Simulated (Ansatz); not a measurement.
A self-consistent single point of GaSb₃ (Fm-3m, 4 atoms in the cell) with Ansatz (a program for electronic structure).

Method of the run: PBEsol, PAW files made with PBE (plane waves; Ansatz).

The change in words: lattice scaled by 0.98. Reference geometry:
```
GaSb3
1.0
    0.00000     3.73060     3.73060
    3.73060     0.00000     3.73060
    3.73060     3.73060     0.00000
Ga Sb
1 3
Direct
  0.00000   0.00000   0.00000
  0.25000   0.25000   0.25000
  0.75000   0.75000   0.75000
  0.50000   0.50000   0.50000
```

Reference input (self-consistent single point, DFT, PBEsol, plane waves, PAW files made with PBE): kpoints.mp_grid.grid = 9 9 9; hamiltonian.xc = pbesol; hamiltonian.pseudopotentials = {kind: paw} (the program's default PAW files); scf.occupations.method = gaussian; scf.occupations.width = 0.136 eV. This run's input differs from it in these lines:

```diff
@@ -3,5 +3,5 @@
   lattice:
-    - [0.000000, 3.730595, 3.730595]
-    - [3.730595, 0.000000, 3.730595]
-    - [3.730595, 3.730595, 0.000000]
+    - [0.000000, 3.655983, 3.655983]
+    - [3.655983, 0.000000, 3.655983]
+    - [3.655983, 3.655983, 0.000000]
   atoms:
```

Output (repeated stretches shortened):

```
SCF iter   1: F=—  HF=-22967.187912 eV  |F-HF|=—  |Δ(HF+E_count)|=         —  Δρ=1.83e-2  dr2=5.72e-1  ethr=3.10e-3  ⟨swp⟩=8.1  Hψ=5286  notcnv=0
all-band conjugate gradients solve this SCF's bands
preconditioner: auto → Kerker (q_TF=auto, 2.501 Å⁻¹)
SCF iter   2: F=—  HF=-22967.062438 eV  |F-HF|=—  |Δ(HF+E_count)|=   1.25e-1  Δρ=1.03e-2  dr2=2.14e-1  ethr=9.87e-4  ⟨swp⟩=2.0  Hψ=1643  notcnv=0  defer=25
   [... lines left out ...]
SCF iter   5: F=—  HF=-22966.982869 eV  |F-HF|=—  |Δ(HF+E_count)|=   2.06e-4  Δρ=2.64e-4  dr2=4.32e-5  ethr=1.22e-6  ⟨swp⟩=2.1  Hψ=2182  notcnv=0  defer=25
SCF iter   6: F=—  HF=-22966.982845 eV  |F-HF|=—  |Δ(HF+E_count)|=   2.45e-5  Δρ=5.77e-5  dr2=1.98e-6  ethr=7.44e-8  ⟨swp⟩=2.1  Hψ=2288  notcnv=0  defer=31
SCF iter   7: F=—  HF=-22966.982846 eV  |F-HF|=—  |Δ(HF+E_count)|=   9.28e-7  Δρ=2.08e-5  dr2=3.35e-7  ethr=3.41e-9  ⟨swp⟩=2.0  Hψ=2226  notcnv=0  defer=31
SCF iter   8: F=-22966.982846 eV  HF=-22966.982846 eV  |F-HF|=4.39e-9  |Δ(HF+E_count)|=   2.34e-8  Δρ=3.74e-6  dr2=1.30e-8  ethr=1.72e-10  ⟨swp⟩=9.8  Hψ=5884  notcnv=0
SCF 1 converged in 8 iterations: F = -22966.982846 eV  dr2 = 1.30e-8
Free energy (F): -22966.982846 eV
Internal energy: -22966.954090 eV  (E = F + TS)
E sigma→0 (E₀):  -22966.968468 eV
Entropy (-TS):   -0.028756 eV (-7.189 meV/atom)
Fermi energy:    11.600759 eV
--- Forces (eV/Å), atoms counted from 1 ---
  atom   1  Ga     0.00000000    -0.00000000    -0.00000000
   [... zero for the other atoms too ...]
--- Stress (GPa, compression-positive) ---
        0.413939      -0.000000      -0.000000
        0.000000       0.413939      -0.000000
        0.000000       0.000000       0.413939
  P = ⅓ Tr σ = 0.4139 GPa (4.139 kbar)
  The stress holds the Pulay correction. Without it, at fixed plane waves, as pw.x and ABINIT print it: P = 0.3916 GPa
```

The run converged in 8 iterations. Against the reference run the free energy drops by 13.1 meV/atom and the pressure goes from -2.98 to 0.41 GPa.

The starting cell comes from a database of computed structures (which also holds hypothetical and non-ambient phases and stackings), without a prior relaxation at this level. For this run, on top of that: lattice scaled by 0.98. Ansatz's pressure includes its estimate of the finite-basis (Pulay) stress. The run gives no clean gap (levels at the Fermi energy touch, overlap or are partly filled at this smearing), which alone does not show that the compound is a metal.

Keys are those of Ansatz 0.2.
